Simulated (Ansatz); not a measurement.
Results of PBE in Ansatz (plane waves, PAW) for SnC (model structure, started from the CsCl type, Pm-3m, No. 221, 2 atoms in the cell).

Run with plane-wave cutoff 520 eV, 18×18×18 k mesh, Fermi–Dirac smearing 0.05 eV, scalar-relativistic PAW data made under PBE.

Cell (relaxed at this level):

```xyz
2
Lattice="3.1044 0.0000 0.0000 0.0000 3.1044 0.0000 0.0000 0.0000 3.1044" Properties=species:S:1:pos:R:3 pbc="T T T"
Sn     0.0000     0.0000     0.0000
C      1.5522     1.5522     1.5522
```

Q: Estimate the bulk modulus that the calculation returns.

A: 
- bulk modulus = 91.6 GPa

The run finds no gap.

Note: the bulk modulus is −V dP/dV from two relaxed cells at ±2 % in volume; the relaxation could raise the start's symmetry but not lower it, so the cell can be a saddle point.

Spin–orbit coupling is not included; it can open a gap where bands touch, and shift volumes and moduli.

Static lattice: no zero-point or thermal effects.

The result took about 30 core-seconds (a rough figure).

A model structure was made by putting elements into a prototype or built by hand; it is no filed structure, need not be a known phase, and can be a saddle point held by its symmetry.

Ansatz is an electronic-structure program.
